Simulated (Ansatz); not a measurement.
Start from Lu in the hcp (Mg type) structure (space group P6_3/mmc, No. 194; a = 3.443 Å, c = 5.367 Å; relaxed with 0.1 eV smearing). Axes: x lies along a and z along c of the hexagonal cell.

Structures relaxed with Kohn–Sham DFT with the PBEsol functional, run in Ansatz (a quantum-chemistry and plane-wave program) with PAW and 420 eV plane waves, without spin-orbit coupling.

Base:

Simulated powder pattern, Mo Kα, λ = 0.71073 Å (kinematic, ideal powder, no thermal factors, no anomalous dispersion; the 10 strongest lines at most, above 2 %, up to 2θ = 40°):

```
2θ (°)  I/Imax (%)    hkl
------  ----------  -----
13.69           23  (100)
15.22           24  (002)
15.67          100  (101)
20.52           17  (102)
23.82           22  (110)
26.79           24  (103)
28.39           27  (112)
28.64           20  (201)
37.59           17  (211)
39.24          9.6  (114)
```

After one change:

Simulated powder pattern, Mo Kα, λ = 0.71073 Å (kinematic, ideal powder, no thermal factors, no anomalous dispersion; the 10 strongest lines at most, above 2 %, up to 2θ = 40°):

| 2θ (°) | I/Imax (%) |
|---|---|
| 13.69 | 24 |
| 15.69 | 23 |
| 15.79 | 100 |
| 20.88 | 16 |
| 23.82 | 23 |
| 27.41 | 23 |
| 28.66 | 26 |
| 28.71 | 20 |
| 36.63 | 9.2 |
| 37.64 | 17 |

Which of these changes matches the shifts?
(A) uniaxial strain ε_zz = −1.00 %
(B) uniaxial strain ε_zz = +3.00 %
(C) uniaxial strain ε_zz = −3.00 %
(D) uniaxial strain ε_zz = −0.50 %

C, uniaxial strain ε_zz = −3.00 %. Its volume per atom is 26.72 Å³ against 27.55 Å³, and its space group is P6_3/mmc (No. 194).

Whether these cells are dynamically stable was not tested.
